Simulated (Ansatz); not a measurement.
Cost against accuracy: basis.ecutwfc for GeTe5Pb4 (R-3m, 10 atoms in the cell)

Cell: a = 18.7199 Å, b = 18.7199 Å, c = 18.7199 Å, α = 14.05°, β = 14.05°, γ = 14.05°.

Computed with PBEsol, default PAW files made with PBE (plane waves; Ansatz, an electronic-structure program).

Base settings: basis.ecutwfc = 420 eV; kpoints.mp_grid.grid = 3 3 3; hamiltonian.xc = pbesol; hamiltonian.pseudopotentials = {kind: paw} (the program's default PAW files); scf.occupations.method = fixed.

Misses are taken against the tightest run, 840 eV, which need not be fully converged itself. The energy is the free energy per atom.

The count of work is k-points × plane waves × bands × iterations; it is no time, and leaves out set-up, grids and terms that scale otherwise. 

Ansatz's pressure holds its estimate of the finite-basis (Pulay) stress, which hides part of the cutoff error; the uncorrected pressure shows it.

The starting cell comes from a database of computed structures (which also holds hypothetical and non-ambient phases and stackings), without a prior relaxation at this level. Ansatz's pressure includes its estimate of the finite-basis (Pulay) stress.

```
basis.ecutwfc  energy less reference (meV/atom)  pressure less reference (GPa)  largest difference in the force on any atom (eV/Å)  uncorrected pressure less reference (GPa)  count of work / reference
-------------  --------------------------------  -----------------------------  --------------------------------------------------  -----------------------------------------  -------------------------
170 eV                                 21143.78                          -6.22                                               1.164                                    -426.17                      0.100
210 eV                                  4465.37                           0.64                                               0.051                                    -122.04                       0.14
250 eV                                   767.34                           0.04                                               0.029                                     -28.45                       0.16
295 eV                                    78.07                          -0.06                                               0.005                                      -4.11                       0.21
335 eV                                     7.14                           0.01                                               0.002                                      -0.44                       0.25
380 eV                                     1.60                           0.00                                               0.000                                      -0.02                       0.27
420 eV                                     0.98                           0.00                                               0.000                                      -0.02                       0.36
485 eV                                     0.29                           0.00                                               0.000                                       0.00                       0.44
545 eV                                     0.18                           0.00                                               0.000                                       0.00                       0.52
630 eV                                     0.06                           0.00                                               0.000                                       0.00                       0.65
735 eV                                     0.02                           0.00                                               0.000                                       0.00                       0.82
840 eV                                     0.00                           0.00                                               0.000                                       0.00                        1.0
```

Coarsest setting among those run that, with all tighter ones, holds the energy within 20 meV/atom of the reference: 335 eV, off by 7.1 meV/atom; it needs 0.25 of the reference's count of work.

Coarsest setting among those run that, with all tighter ones, holds the energy within 0.5 meV/atom of the reference: 485 eV, off by 0.29 meV/atom; it needs 0.44 of the reference's count of work.

The step from 210 eV to 545 eV: it takes the miss in the energy from 4500 to 0.18 meV/atom, for 3.7 times the count of work.

Keys are those of Ansatz 0.2.
